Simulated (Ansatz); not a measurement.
The starting structures come from a database of crystals and need not be the phases stable at ambient conditions.

By PBEsol, the system below comes out a metal.

The ballistic (Sharvin) conductance counts the channels at the Fermi level: G/A = (e²/h) × channels of both spins per area.

Input:

```
NiTi
1.0
    2.89169     0.00000     0.00000
    1.26763     4.65616     0.00000
    0.00000     0.00000     3.96696
Ti Ni
2 2
Direct
  0.36955   0.78293   0.75000
  0.63045   0.21707   0.25000
  0.07662   0.32890   0.75000
  0.92338   0.67110   0.25000
```

The cell is taken as given; by PBEsol it stands under a pressure of -0.7 GPa.

The current flows along the normal of the first two printed cell vectors. No spin-orbit coupling; the value is a mean over 0.1 eV about the Fermi level.

Problem. State the ballistic conductance per area according to PBEsol (Ansatz, a quantum-chemistry and plane-wave program).

Solution. 0.38 × 10¹⁵ S/m² for both spins.
